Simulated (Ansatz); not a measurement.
## Nb: response to strain

Base system: Nb in the bcc (W type) structure (space group Im-3m, No. 229; a = 3.303 Å). Axes: x, y, z lie along the cube axes.

Strains are applied to the cell and any free atomic positions relax; under biaxial strain the out-of-plane vector relaxes too; under stress the whole cell relaxes.

All numbers come from r2SCAN, PAW, 500 eV (Ansatz, an electronic-structure program; no spin-orbit coupling).

Notes on the quantities. energy relative to the base: free energy F.

```json
[
 {"change": "base", "energy relative to the base": "0 meV/atom", "space group": "Im-3m (No. 229)", "volume per atom": "18.01 Å³"},
 {"change": "biaxial strain +0.96 %, plane normal [110], relaxed out of plane", "energy relative to the base": "+1.2 meV/atom", "space group": "Fmmm (No. 69)", "volume per atom": "18.09 Å³"},
 {"change": "isotropic strain −3.13 %", "energy relative to the base": "+94 meV/atom", "space group": "Im-3m (No. 229)", "volume per atom": "16.37 Å³"},
 {"change": "uniaxial strain ε_xx = −0.13 %", "energy relative to the base": "0.0 meV/atom", "space group": "I4/mmm (No. 139)", "volume per atom": "17.99 Å³"},
 {"change": "uniaxial strain ε_xx = +0.42 %", "energy relative to the base": "+0.2 meV/atom", "space group": "I4/mmm (No. 139)", "volume per atom": "18.09 Å³"},
 {"change": "uniaxial strain ε_yy = −1.42 %", "energy relative to the base": "+2.9 meV/atom", "space group": "I4/mmm (No. 139)", "volume per atom": "17.76 Å³"},
 {"change": "uniaxial stress, 8 GPa compression along x", "energy relative to the base": "+28 meV/atom", "space group": "I4/mmm (No. 139)", "volume per atom": "17.81 Å³"},
 {"change": "uniaxial stress, 8 GPa tension along x", "energy relative to the base": "+25 meV/atom", "space group": "I4/mmm (No. 139)", "volume per atom": "18.35 Å³"},
 {"change": "uniaxial stress, 0.5 GPa tension along z", "energy relative to the base": "+0.1 meV/atom", "space group": "I4/mmm (No. 139)", "volume per atom": "18.03 Å³"},
 {"change": "tensor shear ε_xy = −0.33 %", "energy relative to the base": "0.0 meV/atom", "space group": "Fmmm (No. 69)", "volume per atom": "18.01 Å³"}
]
```

Without a gap, meshes like the base's 20×20×20 leave anisotropic stresses uncertain by several tenths of a GPa, and small strain energies with them. Stability under load was not tested beyond the relaxation. The final runs are not spin-polarised.
